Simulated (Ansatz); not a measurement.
Functionals compared on the (100) surface of rock-salt TiN, Ta on all Ti sites of the top plane (bottom of the slab: a bare face, its two planes held), in Ansatz (plane waves, PAW). The structure was relaxed with PBE; the other rows are single points on it. Cutoff 420 eV (500 eV for r2SCAN).

Slab: 12 atoms, 10.7 Å thick at the start with caps and adatoms (thin: gaps and levels are the slab's own); k 12x12x1, smearing 0.1 eV, dipole-corrected; 4 atoms held, the rest relaxed; start symmetry kept, larger cells not searched; no spin, no spin-orbit, no U. In PBE it is, or lies within 0.01 eV a 1x1 cell of, the lowest of the 2 structures of its composition computed so far; subsurface sites and larger cells were not tried. These notes are the PBE run's.

| functional | work function of the top face (eV) | rough cost of the single point |
|---|---|---|
| PBE | 3.04 | – |
| r2SCAN | … | around 60 core-seconds (rough) |

Task: Complete the blanks.

Result: 
- r2SCAN, work function of the top face (eV): 2.93

Ansatz is an electronic-structure program.
